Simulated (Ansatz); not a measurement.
```xyz
1
Lattice="0.0000 1.7814 1.7814 1.7814 0.0000 1.7814 1.7814 1.7814 0.0000" Properties=species:S:1:pos:R:3 pbc="T T T"
Cu     0.0000     0.0000     0.0000
```

Problem. What linear thermal expansion coefficient does quasi-harmonic approximation on PBEsol density-functional theory in Ansatz (plane waves, PAW) give at 600 K, and what isobaric heat capacity per mole of formula units and Grüneisen parameter?

Solution. α = 17.5 × 10⁻⁶ K⁻¹; C_P = 26.7 J/(mol K); γ = 2.11. Whether this phase is the stable one at each condition was not tested.

Ansatz is an electronic-structure program.
